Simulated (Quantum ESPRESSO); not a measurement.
A user runs Quantum ESPRESSO on In₃Pd₅ (Pbam, 16 atoms in the cell) and asks whether the run is sound. The aim is a self-consistent single point with DFT, PBEsol, plane waves, GBRV 1.5 ultrasoft (PBESOL) pseudopotentials.

Cell that was meant: a = 5.6831 Å, b = 11.2146 Å, c = 4.2229 Å, α = 90.00°, β = 90.00°, γ = 90.00°.

Part of the input:

```fortran
   ibrav = 0
   nat = 16
   ntyp = 2
   ecutwfc = 6
   ecutrho = 48
   occupations = 'smearing'
   smearing = 'fermi-dirac'
   degauss = 0.0073499
```

Output (repeated stretches shortened):

```
     Message from routine setup:
     using ibrav=0 with symmetry is DISCOURAGED, use correct ibrav instead
     G-vector sticks info
   [... lines left out ...]
        k(   10) = (   0.3333333  -0.2533809   0.0000000), wk =   0.1666667
        k(   11) = (   0.3333333  -0.2533809   0.3364461), wk =   0.3333333
        k(   12) = (   0.3333333  -0.2533809  -0.6728922), wk =   0.1666667

     Dense  grid:    10197 G-vectors     FFT dimensions: (  24,  48,  18)

     Smooth grid:     3621 G-vectors     FFT dimensions: (  18,  36,  15)

     Initial potential from superposition of free atoms

     starting charge     223.9999, renormalised to     238.0000

     negative rho (up, down):  1.031E+00 0.000E+00
     Self-consistent Calculation

     iteration #  1     ecut=     6.00 Ry     beta= 0.70

     negative rho (up, down):  3.141E-01 0.000E+00

     total energy              =   -2136.57059736 Ry
     estimated scf accuracy    <     523.16757633 Ry

     iteration #  2     ecut=     6.00 Ry     beta= 0.70

     negative rho (up, down):  1.274E-01 0.000E+00

     total energy              =   -2191.17492826 Ry
     estimated scf accuracy    <      51.90396704 Ry

     iteration #  3     ecut=     6.00 Ry     beta= 0.70

     negative rho (up, down):  8.237E-02 0.000E+00

     total energy              =   -2178.41344605 Ry
     estimated scf accuracy    <     298.23200798 Ry

   [... 15 blocks of this kind left out ...]

     iteration # 19     ecut=     6.00 Ry     beta= 0.70

     negative rho (up, down):  4.556E-02 0.000E+00

     total energy              =   -2215.99733592 Ry
     estimated scf accuracy    <          1.0E-10 Ry

     iteration # 20     ecut=     6.00 Ry     beta= 0.70

     negative rho (up, down):  4.556E-02 0.000E+00
     End of self-consistent calculation

   [... 15 lines left out ...]

   [... 15 lines left out ...]

     the Fermi energy is    28.8263 ev

!    total energy              =   -2215.99733592 Ry
     estimated scf accuracy    <          3.8E-12 Ry
     smearing contrib. (-TS)   =      -0.05268606 Ry
     internal energy E=F+TS    =   -2215.94464986 Ry

     convergence has been achieved in  20 iterations

     negative rho (up, down):  4.556E-02 0.000E+00

     Forces acting on atoms (cartesian axes, Ry/au):

     atom    1 type  1   force =     0.22271071   -0.25713364    0.00000000
     atom    2 type  1   force =    -0.22271071    0.25713364    0.00000000
     atom    3 type  1   force =     0.22271071    0.25713364    0.00000000
   [... lines left out ...]
     Total force =     0.727200     Total SCF correction =     0.000010
   [... lines left out ...]

     negative rho (up, down):  4.556E-02 0.000E+00
          total   stress  (Ry/bohr**3)                   (kbar)     P=   -27102.32
  -0.18432740   0.00000000   0.00000000       -27115.50        0.00        0.00
   0.00000000  -0.18454881   0.00000000            0.00   -27148.07        0.00
   0.00000000   0.00000000  -0.18383721            0.00        0.00   -27043.39

   JOB DONE.
```

### Question
Is anything amiss in this input, and did it matter?

### Answer
The run is not sound. The fault is a basis or grid far too coarse for these potentials. The error of an incomplete plane-wave basis or grid does not cancel at such settings. To fix it, restore the cutoff that the potentials need and check convergence. The run converged in 20 iterations without an error; against the sound input the free energy rises by 485 eV/atom, the pressure goes from -4.44 to -2710 GPa and the largest force goes from 0.052 to 8.746 eV/Å.

An input that runs soundly differs in these lines (not the only fix; some lines may just follow from the change or write a value another way):
```diff
-   ecutwfc = 6
-   ecutrho = 48
+   ecutwfc = 40
+   ecutrho = 320
```

With that input, the run converged in 14 iterations: free energy E − TS -37907.6104 eV; Fermi level (on the code's own zero) 16.54 eV; pressure -4.44 GPa; largest force (vector length) 0.052 eV/Å (DFT, PBEsol, plane waves, GBRV 1.5 ultrasoft (PBESOL) pseudopotentials).

On the sound input: the starting cell comes from a database of computed structures (which also holds hypothetical and non-ambient phases and stackings), without a prior relaxation at this level. Spin polarisation is off. With a pressure of about -4 GPa the cell is away from its equilibrium volume at this level. Without a gap this mesh is coarse (it stands for a supercell whose shortest vector is 17 Å).
